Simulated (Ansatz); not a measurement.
Levels about the gap of amorphous indium oxide (In₂₀O₃₀) (50 atoms in a cell of 715 Å³, 6.44 g/cm³; zone centre alone, so wide bands show as single levels with stretches between that a denser mesh fills), at the geometry that PBE relaxed, where it gives 0.0 GPa on a denser mesh. The participation number counts the atoms over which a state spreads; weights are charges in smoothed Voronoi cells. The levels come from a single point, so bond lengths are those of that geometry. Method of the levels: r2SCAN, scalar-relativistic without spin-orbit coupling (Ansatz, a first-principles code). Sampling: the zone centre alone; Fermi-Dirac width 0.02 eV; no spin polarisation. At PBE the levels at the filled edge of the gap are localised (band-tail or defect states).

A CHGNet melt-quench gave the starting glass, which DFT then relaxed. O atoms were pushed apart under 1.9 Å during the dynamics, to hinder bonds among them. The hot cell started wider than the set density and was brought back towards it in steps. It is the lowest in DFT energy of 2 quenches. It is a model cell: composition and starting density were chosen by hand, and all elements were melted together. No dispersion term was used. Its density started from a set value of 6.03 and ended at 6.44 g/cm³. The simulated quench (nominally 180 K/ps over its main leg) is rapid and tends to freeze in more defects than a deposited or slowly cooled glass has. One small periodic cell is one sample of the glass; other quenches scatter about these values. Volume and shape were free in the relaxation.

```json
[
 {"E - E(highest filled), eV": "-0.28", "filling": "filled", "participation number": "11.2", "largest on": "O, 3 neighbours", "weight O": "0.94", "weight In": "0.06"},
 {"E - E(highest filled), eV": "-0.24", "filling": "filled", "participation number": "15.5", "largest on": "O, 4 neighbours", "weight O": "0.93", "weight In": "0.07"},
 {"E - E(highest filled), eV": "-0.19", "filling": "filled", "participation number": "14.2", "largest on": "O, 3 neighbours", "weight O": "0.94", "weight In": "0.06"},
 {"E - E(highest filled), eV": "-0.17", "filling": "filled", "participation number": "13.3", "largest on": "O, 4 neighbours", "weight O": "0.94", "weight In": "0.06"},
 {"E - E(highest filled), eV": "-0.14", "filling": "filled", "participation number": "18.8", "largest on": "O, 3 neighbours", "weight O": "0.92", "weight In": "0.08"},
 {"E - E(highest filled), eV": "-0.03", "filling": "filled", "participation number": "9.0", "largest on": "O, 3 neighbours", "weight O": "0.96", "weight In": "0.04"},
 {"E - E(highest filled), eV": "0.00", "filling": "filled", "participation number": "5.2", "largest on": "O, 3 neighbours", "weight O": "0.95", "weight In": "0.05"},
 {"E - E(highest filled), eV": "0.87", "filling": "empty", "participation number": "46.7", "largest on": "In, 4 neighbours", "weight O": "0.53", "weight In": "0.47"},
 {"E - E(highest filled), eV": "3.63", "filling": "empty", "participation number": "11.8", "largest on": "In, 4 neighbours", "weight O": "0.56", "weight In": "0.44"},
 {"E - E(highest filled), eV": "4.11", "filling": "empty", "participation number": "34.4", "largest on": "In, 5 neighbours", "weight O": "0.59", "weight In": "0.41"},
 {"E - E(highest filled), eV": "4.36", "filling": "empty", "participation number": "34.6", "largest on": "In, 5 neighbours", "weight O": "0.60", "weight In": "0.40"},
 {"E - E(highest filled), eV": "4.47", "filling": "empty", "participation number": "32.4", "largest on": "In, 6 neighbours", "weight O": "0.59", "weight In": "0.41"},
 {"E - E(highest filled), eV": "4.53", "filling": "empty", "participation number": "32.8", "largest on": "In, 5 neighbours", "weight O": "0.58", "weight In": "0.42"},
 {"E - E(highest filled), eV": "4.69", "filling": "empty", "participation number": "41.9", "largest on": "In, 6 neighbours", "weight O": "0.59", "weight In": "0.41"}
]
```

Most localised among these is the filled level at +0.00 eV, on a O atom, which has 3 neighbours (In 2.08 Å, In 2.12 Å, In 2.17 Å).
